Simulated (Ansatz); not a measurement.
Input:

End structure of F on the 1x1 (0001) surface of hcp Y, one in a 1x1 cell, started at the site 'hollow Y-Y-Y':

```xyz
5
Lattice="3.6577 0.0000 0.0000 -1.8288 3.1676 0.0000 0.0000 0.0000 28.0000" Properties=species:S:1:pos:R:3 pbc="T T T"
Y      1.8288     1.0559     9.7832
Y      0.0000     2.1118    12.5498
Y      1.8288     1.0559    15.4427
Y      0.0000     2.1118    18.2989
F      1.8288     3.1676    19.4495
```

Set-up: 5 atoms, 8.4 Å thick at the start under the adsorbate (thin: gaps and levels are the slab's own); mesh 10x10x1; 0.1 eV smearing; dipole correction on; 2 atoms held, the rest relaxed; start symmetry kept, larger cells not searched; no spin, no spin-orbit, no U, no dispersion correction. At the end it is bonded to 3 Y. In PBE it is, or lies within 0.03 eV of, the lowest of the starts that converged.

A negative adsorption energy means that the adsorbate is more stable on the surface than in its reference.

Q: What is the computed change of the work function (PBE (Ansatz, a first-principles code))?

A: -0.25 eV

Q: Give the work function of the top face at the level PBE.

A: 3.10 eV

Q: What adsorption energy against ½ F2(g) does PBE give?

A: -128.7 kcal/mol

Q: Give the change of the step from the bottom to the top vacuum level, against the clean slab at the level PBE.

A: -0.24 eV
